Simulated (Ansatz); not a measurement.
**How the elastic constant C33 of hexagonal WC moves with the method**

No measured value is used here.

| level (code) | value (GPa) | cell (Å³/atom) |
|---|---|---|
| LDA (Ansatz) | 1014 | 10.13 |
| PBE (Ansatz) | 940 | 10.52 |
| PBE-D3(BJ) (Ansatz) | 976 | 10.33 |
| r²SCAN (Ansatz) | 993 | 10.42 |

Density-functional levels without +SOC have no spin–orbit coupling. PBE-D3(BJ): the dispersion coefficients are held fixed in the derivatives. Each level is taken at its own relaxed cell. Cutoffs differ between the levels. Ansatz's density-functional and Hartree–Fock values are scalar-relativistic unless marked +SOC, with PAW data made under PBE.

Ansatz is a program for electronic structure.
